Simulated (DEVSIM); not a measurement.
Device: GaAs n-i-p diode, at 300 K.

| layer (left to right) | material | thickness (μm) | Nd (cm⁻³) | Na (cm⁻³) | τn (s) | τp (s) |
|---|---|---|---|---|---|---|
| 1 | GaAs | 0.510 | 1.2e17 | - | 2.8e-9 | 2.8e-9 |
| 2 | GaAs | 4.40 | - | 9.9e12 | 2.8e-9 | 2.8e-9 |
| 3 | GaAs | 0.850 | - | 5.3e17 | 2.8e-9 | 2.8e-9 |

Left contact: ohmic. Right contact: ohmic. Voltage is applied to the left contact. Recombination: SRH at mid-gap, Auger. Mobility is μmin + (μ − μmin)/(1 + (N/Nref)^α).

This is a model device: material constants are rounded textbook-type values typed into the input, and sizes, dopings and lifetimes were drawn at random. Values at 300 K.

| parameter | GaAs |
|---|---|
| gap (eV) | 1.424 |
| affinity (eV) | 4.07 |
| permittivity | 12.9 |
| Nc (cm⁻³) | 4.7e17 |
| Nv (cm⁻³) | 9e18 |
| μn (cm²/Vs) | 8500 |
| μp (cm²/Vs) | 400 |
| μn,min | 500 |
| μp,min | 20 |
| Nref,n | 6e16 |
| Nref,p | 1.5e17 |
| αn | 0.39 |
| αp | 0.38 |
| Cn (cm⁶/s) | 1e-30 |
| Cp (cm⁶/s) | 1e-30 |

Model (solved in DEVSIM): 1D drift-diffusion, Boltzmann statistics, complete ionisation; no tunnelling, impact ionisation, image-force lowering or self-heating.

Task: Tabulate band edges, carrier densities and field at 2.0 V on the left contact.

Result: Energies count from the Fermi level of the right contact; mesh points crowd at the junctions.

| x (μm) | Ec (eV) | Ev (eV) | n (cm⁻³) | p (cm⁻³) | field (V/cm) |
|---|---|---|---|---|---|
| 0.000 | -1.965 | -3.389 | 1.2e17 | < 1e2 | ≈ 0 |
| 0.03330 | -1.965 | -3.389 | 1.2e17 | < 1e2 | ≈ 0 |
| 0.1083 | -1.965 | -3.389 | 1.2e17 | < 1e2 | ≈ 0 |
| 0.2652 | -1.965 | -3.389 | 1.2e17 | < 1e2 | ≈ 0 |
| 0.4469 | -1.964 | -3.389 | 1.2e17 | < 1e2 | 170 |
| 0.4953 | -1.955 | -3.379 | 8.2e16 | < 1e2 | 7400 |
| 0.5221 | -1.917 | -3.341 | 1.9e16 | < 1e2 | 14000 |
| 0.6029 | -1.839 | -3.263 | 9.4e14 | < 1e2 | 7900 |
| 0.7705 | -1.712 | -3.136 | 6.9e12 | < 1e2 | 7500 |
| 1.178 | -1.409 | -2.833 | 5.5e7 | 140 | 7400 |
| 2.168 | -0.681 | -2.105 | 1300 | 13000 | 7300 |
| 4.019 | 0.644 | -0.780 | < 1e2 | 740000 | 7000 |
| 4.558 | 1.020 | -0.404 | < 1e2 | 1.5e12 | 7000 |
| 4.779 | 1.175 | -0.249 | < 1e2 | 5.9e14 | 7200 |
| 4.886 | 1.272 | -0.152 | < 1e2 | 2.5e16 | 15000 |
| 4.914 | 1.338 | -0.086 | < 1e2 | 3.2e17 | 20000 |
| 4.954 | 1.351 | -0.073 | < 1e2 | 5.3e17 | 30 |
| 5.046 | 1.351 | -0.073 | < 1e2 | 5.3e17 | ≈ 0 |
| 5.368 | 1.351 | -0.073 | < 1e2 | 5.3e17 | ≈ 0 |
| 5.606 | 1.351 | -0.073 | < 1e2 | 5.3e17 | ≈ 0 |
| 5.709 | 1.351 | -0.073 | < 1e2 | 5.3e17 | ≈ 0 |
| 5.760 | 1.351 | -0.073 | < 1e2 | 5.3e17 | ≈ 0 |
